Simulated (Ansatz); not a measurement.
The reference is Cs in the bcc (W type) structure (space group Im-3m, No. 229; a = 6.275 Å; relaxed with 0.1 eV smearing). Axes: x, y, z lie along the cube axes.

Level of theory: Ansatz (a first-principles code) r2SCAN, spin-orbit coupling left out.

The change: the cell is stretched by 2.83 % along z with no lateral relaxation; the atoms relax in the strained cell.

What does the calculation give for the stress after the change?

The stress (xx, yy, zz, yz, xz, xy; compression positive) comes out as (0.0, 0.0, -0.1, 0.0, 0.0, 0.0) GPa.

Whether these cells are dynamically stable was not tested. The final runs are not spin-polarised.
